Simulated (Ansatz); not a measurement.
Consider this model of amorphous In9Ga9Zn9O38Si.

```yaml
crystal:
  lattice:
    - [9.63565, -0.07597, 0.15111]
    - [-0.07597, 9.30858, -0.12962]
    - [0.15111, -0.12962, 9.82303]
  atoms:
    - { symbol: In, position: [0.64215, 0.63224, 0.60738] }
    - { symbol: In, position: [0.23303, 0.94280, 0.34780] }
    - { symbol: In, position: [0.06626, 0.48303, 0.92825] }
    - { symbol: In, position: [0.42658, 0.92078, 0.72870] }
    - { symbol: In, position: [0.30558, 0.60192, 0.50676] }
    - { symbol: In, position: [0.79429, 0.22238, 0.32190] }
    - { symbol: In, position: [0.11188, 0.79744, 0.77387] }
    - { symbol: In, position: [0.18284, 0.33013, 0.27261] }
    - { symbol: In, position: [0.61622, 0.92805, 0.25331] }
    - { symbol: Ga, position: [0.88332, 0.85388, 0.43997] }
    - { symbol: Ga, position: [0.96802, 0.15407, 0.81944] }
    - { symbol: Ga, position: [0.95527, 0.50307, 0.56752] }
    - { symbol: Ga, position: [0.28699, 0.66143, 0.11021] }
    - { symbol: Ga, position: [0.29650, 0.26836, 0.73029] }
    - { symbol: Ga, position: [0.77334, 0.39364, 0.02626] }
    - { symbol: Ga, position: [0.05899, 0.16372, 0.50918] }
    - { symbol: Ga, position: [0.77397, 0.94370, 0.75540] }
    - { symbol: Ga, position: [0.42672, 0.34604, 0.03503] }
    - { symbol: Zn, position: [0.36032, 0.56010, 0.82788] }
    - { symbol: Zn, position: [0.72135, 0.28351, 0.61953] }
    - { symbol: Zn, position: [0.96515, 0.01738, 0.15814] }
    - { symbol: Zn, position: [0.56368, 0.44771, 0.31702] }
    - { symbol: Zn, position: [0.62581, 0.11291, 0.98347] }
    - { symbol: Zn, position: [0.44868, 0.16458, 0.46728] }
    - { symbol: Zn, position: [0.84276, 0.69897, 0.12611] }
    - { symbol: Zn, position: [0.05273, 0.62844, 0.30144] }
    - { symbol: Zn, position: [0.55787, 0.74510, 0.96872] }
    - { symbol: O, position: [0.94191, 0.28913, 0.95825] }
    - { symbol: O, position: [0.75184, 0.07717, 0.13324] }
    - { symbol: O, position: [0.65328, 0.74774, 0.13757] }
    - { symbol: O, position: [0.77424, 0.48097, 0.66476] }
    - { symbol: O, position: [0.61413, 0.28334, 0.44984] }
    - { symbol: O, position: [0.39166, 0.84449, 0.07414] }
    - { symbol: O, position: [0.00580, 0.19216, 0.26873] }
    - { symbol: O, position: [0.50567, 0.70599, 0.76865] }
    - { symbol: O, position: [0.79580, 0.14104, 0.73502] }
    - { symbol: O, position: [0.19718, 0.67256, 0.93109] }
    - { symbol: O, position: [0.61296, 0.94215, 0.86418] }
    - { symbol: O, position: [0.13341, 0.48004, 0.44229] }
    - { symbol: O, position: [0.75953, 0.00024, 0.39965] }
    - { symbol: O, position: [0.27006, 0.80262, 0.61495] }
    - { symbol: O, position: [0.13320, 0.50898, 0.14388] }
    - { symbol: O, position: [0.74149, 0.41000, 0.21474] }
    - { symbol: O, position: [0.17873, 0.00708, 0.13908] }
    - { symbol: O, position: [0.95078, 0.82372, 0.23839] }
    - { symbol: O, position: [0.23917, 0.17417, 0.42509] }
    - { symbol: O, position: [0.76920, 0.81979, 0.61129] }
    - { symbol: O, position: [0.44632, 0.97707, 0.37403] }
    - { symbol: O, position: [0.35506, 0.44559, 0.65810] }
    - { symbol: O, position: [0.39720, 0.36038, 0.22567] }
    - { symbol: O, position: [0.24795, 0.71991, 0.29969] }
    - { symbol: O, position: [0.25787, 0.96730, 0.87091] }
    - { symbol: O, position: [0.61000, 0.32045, 0.95468] }
    - { symbol: O, position: [0.05237, 0.57781, 0.71947] }
    - { symbol: O, position: [0.95320, 0.94581, 0.83916] }
    - { symbol: O, position: [0.51672, 0.61094, 0.43957] }
    - { symbol: O, position: [0.90382, 0.64712, 0.44079] }
    - { symbol: O, position: [0.42990, 0.13552, 0.66976] }
    - { symbol: O, position: [0.11197, 0.20035, 0.69682] }
    - { symbol: O, position: [0.91688, 0.29864, 0.51103] }
    - { symbol: O, position: [0.04706, 0.96059, 0.48734] }
    - { symbol: O, position: [0.86240, 0.56570, 0.98065] }
    - { symbol: O, position: [0.43480, 0.55842, 0.02118] }
    - { symbol: O, position: [0.42010, 0.12478, 0.03899] }
    - { symbol: O, position: [0.27100, 0.34297, 0.90984] }
    - { symbol: Si, position: [0.30928, 0.98969, 0.02947] }
```

Methods: PBE, scalar-relativistic without spin-orbit coupling (Ansatz, a first-principles code); r2SCAN, scalar-relativistic without spin-orbit coupling (Ansatz); HSE06, scalar-relativistic without spin-orbit coupling (Ansatz). Neutral PBE cell, which sets geometry, pressure and energy: sampling: a 2×2×2 Γ-centred mesh; Fermi-Dirac width 0.02 eV; no spin polarisation. Exact exchange is cut at the faces of this 9 Å cell, which leaves hybrid gaps a finite-size error.

Preparation: random packing, a CHGNet melt and quench, and a DFT relaxation. O atoms were pushed apart under 1.9 Å during the dynamics, to hinder bonds among them. The hot cell started wider than the set density and was brought back towards it in steps. It is the lowest in DFT energy of 2 quenches. It is a model cell: composition and starting density were chosen by hand, and all elements were melted together. No dispersion term was used. Its density started from a set value of 5.71 and ended at 5.44 g/cm³. Cooling (nominally 320 K/ps over its main leg) ran many orders faster than in experiment, which tends to leave more defects and strain. One small periodic cell is one sample of the glass; other quenches scatter about these values. Volume and shape were free in the relaxation.

Give the pressure and the spacing of the highest filled and lowest empty levels.


| Property | Result |
|---|---|
| Pressure on a 2×2×2 Γ-centred mesh | 0.09 GPa |
| Largest force and stress component on that mesh (the relaxation ran on the zone centre alone) | 0.07 eV/Å and 0.2 GPa |
| Gap on a 2×2×2 Γ-centred mesh (PBE) | 0.92 eV |
| Gap at the zone centre (PBE) | 0.91 eV |
| Gap at the zone centre (r2SCAN) | 1.36 eV |
| Gap at the zone centre (HSE06) | 2.51 eV |
| Distance between the nearest levels spread over more than a fifth of the atoms or a third of the atoms of their main element (six at least) (PBE, zone centre) | 0.91 eV |

At PBE and the zone centre, how localised are the states just below and above the Fermi level (participation number: the atoms over which a state spreads)?

The highest filled state is spread over 16.8 atoms' worth, largest on O45, with weights by element (charge in smoothed Voronoi cells) O 0.84, Zn 0.14, In 0.01. The lowest empty state is spread over 57.5 atoms' worth, largest on In4, with weights by element (charge in smoothed Voronoi cells) O 0.52, In 0.22, Zn 0.13.

Bonds are counted up to In-In 3.12 Å, In-Ga 2.90 Å, In-Zn 2.90 Å, In-O 2.58 Å, In-Si 2.78 Å, Ga-Ga 2.68 Å, Ga-Zn 2.68 Å, Ga-O 2.26 Å, Ga-Si 2.56 Å, Zn-Zn 2.68 Å, Zn-O 2.48 Å, Zn-Si 2.56 Å, O-O 1.58 Å, O-Si 2.12 Å, Si-Si 2.60 Å. Two cations that share two anions don't count as bonded, nor two that share one unless they lie closer than In-In 3.04 Å, In-Ga 2.82 Å, In-Zn 2.82 Å, In-Si 2.71 Å, Ga-Ga 2.61 Å, Ga-Zn 2.61 Å, Ga-Si 2.49 Å, Zn-Zn 2.61 Å, Zn-Si 2.49 Å, Si-Si 2.38 Å.

Added carriers, by PBE, scalar-relativistic without spin-orbit coupling in Ansatz on the zone centre alone. Charged cells keep the cell fixed and stand in a uniform background, with no image correction, at a width of 0.01 eV; where the count is odd the moment is locked at 1 μB, unless the neutral cell bore moments. Each starts from the undistorted neutral geometry alone. PBE's self-interaction favours spread-out carriers, so it can miss traps that a hybrid finds.

What happens at PBE when the cell takes an extra electron and the atoms relax?

Relaxation lowers the charged cell by 0.01 eV. The largest moves are O55 0.03 Å, In4 0.02 Å, O41 0.02 Å, O58 0.02 Å. The level that holds the added charge spreads over 57.1 atoms' worth, most on In4 (weight 0.04): a carrier spread over the cell. No bond crosses its cut-off with a change of over 0.15 Å (metal-metal contacts aside). Made neutral again at that geometry, the cell lies +0.01 eV from the neutral start.

What happens at PBE when the cell takes a hole and the atoms relax?

Relaxation lowers the charged cell by 0.07 eV. The largest moves are O65 0.10 Å, O47 0.07 Å, O40 0.06 Å, Zn19 0.06 Å. The level that was emptied spreads over 19.1 atoms' worth, most on O45 (weight 0.10): a carrier spread over the cell. No bond crosses its cut-off with a change of over 0.15 Å (metal-metal contacts aside). Made neutral again at that geometry, the cell lies +0.09 eV from the neutral start.
